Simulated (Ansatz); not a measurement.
Input:

```yaml
crystal:
  lattice:
    - [3.60375, 0.00000, 0.00000]
    - [-1.80188, 3.12094, 0.00000]
    - [0.00000, 0.00000, 5.74778]
  atoms:
    - { symbol: Zr, position: [0.00000, 0.00000, 0.00000] }
    - { symbol: S, position: [0.33333, 0.66667, 0.25562] }
    - { symbol: S, position: [0.66667, 0.33333, 0.74438] }
```

No spin polarisation.

All numbers come from r2SCAN+rVV10, PAW, 500 eV (Ansatz, a first-principles code; no SOC). Settings: 10×10×6 k-points, 0.05 eV Fermi–Dirac smearing.

What is the computed band gap?

0.92 eV.

What pressure (mean of the normal stresses, compression positive) does the calculation give?

3.03 GPa.

The cells carry an imposed strain or load. Whether these cells are dynamically stable was not tested. The cell was made from ZrS$_{2}$ in the CdI2 type structure (space group P-3m1, No. 164; layered, stacked along the Cartesian z axis) by this change: isotropic strain −1.92 %.
